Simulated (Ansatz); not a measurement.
Start from TiC in the rock salt structure (space group Fm-3m, No. 225).

```xyz
2
Lattice="0.0000 2.1465 2.1465 2.1465 0.0000 2.1465 2.1465 2.1465 0.0000" Properties=species:S:1:pos:R:3 pbc="T T T"
C      0.0000     0.0000     0.0000
Ti     2.1465     2.1465     2.1465
```

All numbers come from Ansatz (an electronic-structure program) PBEsol, no spin-orbit coupling, earlier PAW set.

Before the change:

```
Property               Value
-------------------  -------
Lattice parameter a  4.293 Å
Band gap                zero
```

Perturbation: every C is replaced by Pb; the structure is relaxed again.

Tabulated Pauling electronegativity and covalent radius: C 2.55, 0.76 Å; Pb 2.33, 1.46 Å.

Task: What does the calculation give for the lattice parameter a and band gap after the change?

Result: The lattice parameter a goes up by 1.338 Å to 5.631 Å; the band gap stays zero.

With Pb present, leaving out spin-orbit coupling can change the band edges. Whether these cells are dynamically stable was not tested. As relaxed here, TiPb is a hypothetical phase, not in the database extracts checked. All final runs are without spin polarisation.
